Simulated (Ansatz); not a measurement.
Structures of equal composition on the (111) surface of fcc Al: a layer of Au in place of the second plane; a layer of Au in place of the third plane. The slabs share one bottom face, and each structure is named by its start. These are constructed structures in small cells; real faces may alloy, dewet or reconstruct in larger ones, and not all known structures of the face are among them. Slabs of about 12 Å, Fermi-Dirac smearing of 0.1 eV. Bottom of the slabs: a bare face, its two planes held. Relaxed from the named starts with such symmetry as they have, on meshes of like density; energies extrapolated to zero smearing; spin only where a row says so; no spin-orbit coupling, no U. Brackets mark spin-polarised runs, whose order is one that fits the cell.

The numbers are results of PBE (plane waves to 420 eV, PAW; Ansatz, an electronic-structure program), not measurements.

Q: Put the candidates in order of energy per 1x1 cell, lowest first, for PBE.

A: a layer of Au in place of the third plane (0.000 eV), a layer of Au in place of the second plane (0.036 eV)
